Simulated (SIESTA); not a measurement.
Band structure of BPO4 (I-4, 6 atoms in the cell).

```
CELL_PARAMETERS angstrom
     -2.13000     2.13000     3.26259
      2.13000    -2.13000     3.26259
      2.13000     2.13000    -3.26259
ATOMIC_POSITIONS crystal
  B  0.25000 0.75000 0.50000
  P  0.00000 0.00000 0.00000
  O  0.26534 0.38482 0.39680
  O  0.61518 0.01198 0.88052
  O  0.98802 0.86854 0.60320
  O  0.13146 0.73466 0.11948
```

Method: SIESTA with GGA PBEsol, numerical atomic orbitals DZP, PseudoDojo PBEsol standard norm-conserving potentials (rewritten from UPF to PSML).

Settings: XC.functional = GGA; XC.authors = PBEsol; potentials = PseudoDojo PBEsol standard; PAO.BasisSize = DZP; PAO.EnergyShift = 0.005 Ry; MeshCutoff = 400 Ry; kgrid.MonkhorstPack = 6 6 6; OccupationFunction = FD; ElectronicTemperature = 10 K; MaxSCFIterations = 150; SCF.Mixer.Method = Broyden; SCF.Mixer.Weight = 0.2; SCF.Mixer.History = 8; SCF.DM.Tolerance = 1.0E-05.

The starting cell comes from a database of computed structures (which also holds hypothetical and non-ambient phases and stackings), without a prior relaxation at this level. Its lattice was rescaled by a random factor within 2.5 % of one. Values carry the incompleteness of an atom-centred basis.

Problem. Predict the gap along the standard path and the places of the band edges.

Solution. The gap along the path is 8.62 eV, from Z to Γ; the smallest direct gap on it is 8.82 eV.

Levels in eV from the top of the valence band on the path, bands 13 to 17:
| point | 13 | 14 | 15 | 16 | 17 |
|---|---|---|---|---|---|
| Γ | -1.41 | -1.26 | -0.20 | -0.20 | 8.62 |
| X | -1.10 | -0.60 | -0.14 | -0.11 | 10.21 |
| Y | -1.18 | -0.80 | -0.34 | -0.17 | 9.87 |
| S | -1.50 | -1.29 | -0.27 | -0.14 | 9.50 |
| Z | -2.32 | -2.06 | 0.00 | 0.00 | 9.93 |
| S1 | -1.50 | -1.29 | -0.27 | -0.14 | 9.50 |
| N | -1.63 | -0.76 | -0.43 | -0.01 | 9.50 |
| P | -1.25 | -0.61 | -0.28 | -0.27 | 10.02 |
| Y1 | -1.18 | -0.80 | -0.34 | -0.17 | 9.87 |

Higher empty bands are left out: an atom-centred basis made for the valence describes them poorly.
